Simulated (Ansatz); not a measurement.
Start from HgTe in the zinc blende structure (space group F-43m, No. 216; a = 6.5728 Å). Axes: x, y, z lie along the cube axes.

Calculations: Ansatz (a first-principles code), r2SCAN, PAW, cutoff 500 eV, no SOC.

Base values:

* **Volume per atom**: 35.49 Å³
* **Pressure**: 0.0 GPa

One thing is altered: biaxial strain −0.42 %, plane normal [111], relaxed out of plane (Cartesian); in-plane vectors clamped, the third vector and the atoms free.

Task: What does the calculation give for the volume per atom after the change?

Result: The volume per atom decreases by 0.185 Å³ (35.49 Å³ → 35.31 Å³).

Task: What does the calculation give for the pressure after the change?

Result: The pressure (mean of the normal stresses, compression positive) goes from zero to 0.2 GPa.

Whether these cells are dynamically stable was not tested. All final runs are without spin polarisation.
